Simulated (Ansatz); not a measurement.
Formation energies of neutral defects against the elements (graphite for carbon, diatomic gases, S8), in metastable zinc-blende GaN (eV), each at one geometry relaxed with PBE and evaluated in Ansatz (a program for electronic structure) with PBE, r2SCAN. Details: 64-site cell; 2×2×2 shifted k-points; charged states image-corrected; no spin–orbit coupling; no Hubbard U; finite-size errors of tenths of an eV; flagged in the runs: for some of the defects a doubtful potential alignment.

| defect | PBE | r2SCAN |
|---|---|---|
| In on the Ga site | 1.55 | 1.28 |
| Ga vacancy | 6.97 | 7.28 |
| H on the N site | 4.62 | 5.45 |
| Si on the N site | 5.32 | 5.44 |
| Eu on the Ga site | 1.21 | 0.82 |
| Co on the Ga site | 2.95 | 2.68 |
| N vacancy | 3.50 | 4.32 |
| Sb on the N site | 5.90 | 5.69 |

PBE less r2SCAN: over the 8 rows with both numbers (drawn at random from the settled rows of this host; unsettled states are left out), mean -0.12 eV, median 0.05 eV, mean size 0.40 eV, from -0.83 to 0.39 eV.
